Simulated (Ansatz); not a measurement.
The starting structures come from a database of crystals and need not be the phases stable at ambient conditions.

 Where the default PAW files enter, the runs use the earlier of Ansatz's two default sets.

Inside the gap of an insulator the Bloch states are evanescent, with a wavenumber k + iκ along the transport direction.

Consider the following.

```xyz
5
Lattice="4.5193 0.0000 0.0000 0.0447 6.4069 0.0000 0.0224 3.2035 3.1877" Properties=species:S:1:pos:R:3 pbc="T T T"
Rb     2.2106     3.1033     0.0000
I      4.5592     6.4002     0.0000
O      1.8420     6.1729     0.0000
O      4.4070     7.5651     1.3854
O      4.3847     4.3616     1.8024
```

Space group of this cell: R3m. The cell is taken as given.

Transport runs along the normal of the first two printed cell vectors, the (110) plane of the conventional cell.

The gap is the functional's own. No spin-orbit coupling. Mid-gap values are interpolated on the energy grid.

Predict the band gap and the smallest decay constant κ at mid-gap from r2SCAN in Ansatz (a first-principles code).

Gap 3.18 eV on a 10×10×10 mesh; κ = 0.338 1/Å, at (0.500, 0.000) of the in-plane reciprocal vectors. At the zone centre, at the nearest computed energy, the slowest state has κ = 0.38 1/Å.
